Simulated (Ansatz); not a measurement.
**A constructed model of the (100) surface of fcc Ni, ferromagnetic, a pseudomorphic layer of Sn in the host's stacking (bottom of the slab: a bare face, its two planes held)**

Level of theory: PBE (plane waves to 420 eV, PAW; Ansatz, a quantum-chemistry and plane-wave program).

Slab: 7 atoms, 10.9 Å thick at the start; k 15x15x1, smearing 0.1 eV, dipole-corrected; 2 atoms held, the rest relaxed; symmetry of the start imposed; spin-polarised, ending with about 3.5 μB a cell; orders that need a larger cell were not tried, no spin-orbit, no U. It is one candidate, not shown to be the stable structure of the face.

The work function of the top face is 3.67 eV and the energy released by relaxation is 0.011 eV. The magnetic moment of the cell comes out as 3.48 μB and the cost comes out as roughly 5 core-minutes.
